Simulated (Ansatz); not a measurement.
Start from Cd$_{3}$N$_{2}$ (space group P-3m1, No. 164; a = 3.707 Å, c = 6.599 Å; a hypothetical phase, not in the database extracts checked).

(Cell as relaxed with PBE.)

Levels (all Ansatz, a quantum-chemistry and plane-wave program, PAW): PBE (420 eV, scalar-relativistic without spin-orbit coupling); PBEsol (420 eV, spin-orbit coupling left out).

Each level relaxes its own structure.

| base | PBE | PBEsol |
|---|---|---|
| volume per atom | 15.71 Å³ | 14.83 Å³ |
| lattice parameter a | 3.707 Å | 3.666 Å |
| band gap | zero | zero |

Perturbation: the cell is scaled by 1.0154 in all directions, atoms relaxed at fixed cell.

| quantity | PBE | PBEsol |
|---|---|---|
| pressure (mean of the normal stresses, compression positive) | -3.7 GPa | ? |
| energy relative to the base (free energy F) | +8.9 meV/atom | ? |
| band gap | zero | ? |
| largest internal atomic displacement | 0.024 Å | ? |

Q: Given the PBE results, estimate those of PBEsol.

A: 
- pressure (mean of the normal stresses, compression positive), PBEsol: -4.4 GPa
- energy relative to the base (free energy F), PBEsol: +10 meV/atom
- band gap, PBEsol: zero
- largest internal atomic displacement, PBEsol: 0.021 Å

PBE's pressure lies 0.75 GPa above PBEsol's; PBE's energy relative to the base lies 1.2 meV/atom below PBEsol's; the two agree on the band gap. Neither level is exact; PBEsol is the comparison here, not a measurement.

The cells carry an imposed strain or load. Stability against distortions was not tested. All final runs are without spin polarisation. A zero or small gap of Cd3N2 can be the functional's error rather than a property of the material.
